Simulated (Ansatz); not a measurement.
The reference is Au in the fcc (Cu type) structure (space group Fm-3m, No. 225; a = 4.125 Å; relaxed with 0.1 eV smearing). Axes: x, y, z lie along the cube axes.

Structures relaxed with r2SCAN/PAW in Ansatz (a first-principles code), without spin-orbit coupling.

Base:

Simulated powder pattern, Co Kα, λ = 1.79026 Å (kinematic, ideal powder, no thermal factors, no anomalous dispersion; the 14 strongest lines at most, above 2 %, up to 2θ = 90°):

| 2θ (°) | I/Imax (%) | hkl |
|---|---|---|
| 44.16 | 100 | (111) |
| 51.45 | 49 | (200) |
| 75.74 | 33 | (220) |

Modification: tensor shear ε_xy = +0.86 % (engineering shear γ = 0.0172); the atoms relax in the strained cell.

After the change:

Simulated powder pattern, Co Kα, λ = 1.79026 Å (kinematic, ideal powder, no thermal factors, no anomalous dispersion; the 14 strongest lines at most, above 2 %, up to 2θ = 90°):

| 2θ (°) | I/Imax (%) | hkl |
|---|---|---|
| 43.90 | 100 | (111) |
| 44.43 | 97 | (1 -1 1) |
| 51.45 | 96 | (002) |
| 74.98 | 11 | (220) |
| 75.74 | 44 | (202) |
| 76.51 | 11 | (2 -2 0) |

The indices refer to the base's conventional cell; one index is shown for lines that coincide. The space group is now Immm (No. 71).

Whether these cells are dynamically stable was not tested.
